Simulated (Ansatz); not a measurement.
The parent structure is CdTe in the zinc blende structure (space group F-43m, No. 216; a = 6.489 Å).

Modification: Be takes the place of Cd on all its sites; the structure is relaxed again.

Levels (all Ansatz, a program for electronic structure, PAW): PBEsol (420 eV, spin-orbit coupling left out); r2SCAN (500 eV, scalar-relativistic without spin-orbit coupling).

The geometry is relaxed with PBEsol.

```
Property                             Result
--------------------------  ---------------
PBEsol gap character        indirect, Γ → X
PBEsol band gap                     1.84 eV
PBEsol smallest direct gap          3.61 eV
```

With r2SCAN at the same geometry, the gap character remains indirect, Γ → X; the band gap goes up by 0.47 eV to 2.31 eV; the smallest direct gap rises by 0.40 eV, from 3.61 eV to 4.01 eV.

Single points use the geometry relaxed with PBEsol. With Te present, leaving out spin-orbit coupling can change the band edges. Stability against distortions was not tested.
